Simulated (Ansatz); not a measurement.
CsCl-type GaNi

Level of theory: PBEsol (Ansatz, a quantum-chemistry and plane-wave program, PAW).

Numerical settings: plane-wave cutoff 500 eV, 20×20×20 k mesh, Fermi–Dirac smearing 0.1 eV, no spin polarisation, scalar-relativistic PAW data made under PBE.

Cell: relaxed at this level.

```yaml
equilibrium_volume_per_atom: 11.86 Å³/atom
equilibrium_lattice_constant_a: 2.874 Å
band_gap: zero (no gap)
```

Spin–orbit coupling is not included.

The computed numbers hold no vibrational or temperature effects.

Computing time: roughly 60 core-seconds.
